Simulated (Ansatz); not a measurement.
Functionals compared on Cl on the 1x1 (111) surface of fcc Al, one in a 2x2 cell, started at the site 'top Al', in Ansatz (plane waves, PAW). The structure was relaxed with PBE; the other rows are single points on it, each with its references at the same level. Cutoff 420 eV (500 eV for r2SCAN).

Model: 17-atom slab, 7.0 Å thick at the start under the adsorbate (thin: gaps and levels are the slab's own), 6x6x1 mesh, Fermi-Dirac 0.1 eV, dipole correction, 8 atoms held, the rest relaxed; start symmetry kept, larger cells not searched; no spin, no spin-orbit, no U, no dispersion correction. At the end it is bonded to Al. In PBE it is, or lies within 0.03 eV of, the lowest of the starts that converged. These notes are the PBE run's. Adsorption energies are against ½ Cl2(g). A negative adsorption energy means that the adsorbate is more stable on the surface than in its reference.

```tsv
functional	adsorption energy (eV)	work function of the top face (eV)	change of the work function (eV)	rough cost of the single point
PBE	-2.04	5.55	1.52	–
RPBE	[?]	[?]	[?]	very roughly 29 core-seconds
r2SCAN	-2.23	5.66	1.58	very roughly 70 core-seconds
```

### Question
Fill in the missing entries.

### Answer

- RPBE, adsorption energy (eV): -1.94
- RPBE, work function of the top face (eV): 5.49
- RPBE, change of the work function (eV): 1.53

Ansatz is a program for electronic structure.
